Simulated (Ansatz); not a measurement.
Relaxation of the outer planes of the (210) surface of fluorite-type CoSi2 in its 1x1 cell (cut with top plane Co, bottom plane Co), outermost plane spacing 0.60 Å in the ideal cut (one of several cuts of this face), with 1 Co a cell over the bulk's ratio.

These are PBE (plane waves to 420 eV, PAW; Ansatz, an electronic-structure program) values and carry that method's errors.

Set-up: 25 atoms, Co9Si16, 9.6 Å thick at the start (thin: gaps and levels are the slab's own); mesh 8x7x1; 0.1 eV smearing; dipole correction on; all atoms relaxed; held to the part of the start's symmetry that mesh and held atoms allow; no spin (magnetic order not tried), no spin-orbit, no U.

```json
[
 {"plane": "1", "atoms": "Co", "bulk spacing to the next (Å)": "0.599", "relaxed spacing (Å)": "(withheld)", "change (%)": "(withheld)", "rumpling (Å)": "0.00"},
 {"plane": "2", "atoms": "2 Si", "bulk spacing to the next (Å)": "0.599", "relaxed spacing (Å)": "0.466", "change (%)": "-22.2", "rumpling (Å)": "0.00"}
]
```

**Question.** Fill in the missing entries.

**Answer.** 
- 1, relaxed spacing (Å): 0.570
- 1, change (%): -4.9
